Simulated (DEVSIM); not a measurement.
Structure: Schottky contact on n-type β-Ga2O3, at 500 K.

Layer 1 from the left is β-Ga2O3, thickness (μm) 8.90, Nd (cm⁻³) 1.2e16, τn (s) 1.3e-9, τp (s) 1.3e-9.

Left contact: Schottky, work function 5.28 eV, emission velocity 3.8e6 cm/s. Right contact: ohmic. Voltage is applied to the left contact. Recombination: SRH at mid-gap. Mobility is constant in doping.

This is a model device: material constants are rounded textbook-type values typed into the input, and sizes, dopings and lifetimes were drawn at random. Values at 300 K; Nc and Nv go as T^1.5, mobilities as T to minus their exponent, the gap by Varshni's rule with the affinity fixed.

β-Ga2O3: gap (eV) 4.8, affinity (eV) 4, permittivity 10, Nc (cm⁻³) 3.7e18, Nv (cm⁻³) 5e20, μn (cm²/Vs) 160, μp (cm²/Vs) 1, T exponent of μn 1.8, T exponent of μp 1.5, Varshni α (eV/K) 0.0004, Varshni β (K) 600.

Simulated with DEVSIM: 1D drift-diffusion, Boltzmann statistics, complete ionisation; no tunnelling, impact ionisation, image-force lowering or self-heating. Metal contacts follow the ideal Schottky-Mott rule: no Fermi-level pinning, no interface dipoles.

Dark forward current:

```csv
|V| (V),|J| (A/cm²)
0.05,6.747e-7
0.10,2.786e-6
0.15,9.404e-6
0.20,3.014e-5
0.25,9.498e-5
0.30,0.0002974
0.35,0.0009280
0.40,0.002885
0.45,0.008933
0.50,0.02748
0.55,0.08357
0.60,0.2480
0.65,0.6966
0.70,1.757
0.75,3.773
0.80,6.831
0.85,10.76
0.90,15.32
0.95,20.34
1.00,25.68
1.05,31.25
1.10,37.01
1.15,42.90
1.20,48.91
1.25,55.01
1.30,61.18
```

### Question
Work out the local ideality factor n = ΔV / (kT/q · ln(J2/J1)) between the rows 0.20 and 0.25 V, 1.25 and 1.30 V.

### Answer
kT/q = 43.09 mV. From 0.20 to 0.25 V: ln(9.498e-5/3.014e-5) = 1.148, n = 1.01, near the 1 of diffusion or emission over a barrier. From 1.25 to 1.30 V: ln(61.18/55.01) = 0.106, n = 10.92; the layers' resistance at their doping, Σ W/(qμN) = 0.0073 Ω cm², would take 45 mV of this step of 50 mV.

### Question
Estimate the current at 0.35 V for emission alone, J0 = q v N_band exp(−φB/kT), and read the barrier back from the simulated current.

### Answer
φB = 1.280 eV, N_band = 7.96e18 cm⁻³, J0 = 6.09e-7 A/cm²; J = J0 (exp(qV/kT) − 1) = 0.00205 A/cm². The simulation gives 0.000928 A/cm²; the estimate lies 120 % above. Read backwards, the simulated current gives an apparent barrier of 1.314 eV. The estimate leaves out transport through the depletion region and minority injection.
